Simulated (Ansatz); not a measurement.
Structures of equal composition on the (111)A surface of zinc-blende ZnSe (Zn plane on top): 2x2 Zn adatom at H3; 2x2 Zn adatom at T1; 2x2 Zn adatom at T4. The slabs share one bottom face, and each structure is named by its start. These are constructed structures in small cells; real faces may alloy, dewet or reconstruct in larger ones, and not all known structures of the face are among them. Slabs of about 14 Å with all that they carry, Fermi-Dirac smearing of 0.025 eV. Bottom of the slabs: H caps. Relaxed from the named starts with such symmetry as they have, on meshes of like density; energies extrapolated to zero smearing; no spin-orbit coupling, no U. Spin-polarised runs, if any, are marked in brackets, and their order is one that fits the cell; the others ran without spin.

Host crystal: zinc-blende ZnSe, with a band gap (PBE, scalar-relativistic without spin-orbit coupling).

The numbers are results of PBE (plane waves to 420 eV, PAW; Ansatz, a quantum-chemistry and plane-wave program), not measurements.

Problem. Order them by energy per 1x1 cell (lowest first) at the level PBE.

Solution. 2x2 Zn adatom at T4 (0.000 eV, gap 0.46 eV on the mesh), 2x2 Zn adatom at H3 (0.027 eV (3 Se–Zn bonds broke), gap 1.22 eV on the mesh), 2x2 Zn adatom at T1 (0.051 eV (3 Se–Zn bonds broke), gap 1.28 eV on the mesh)
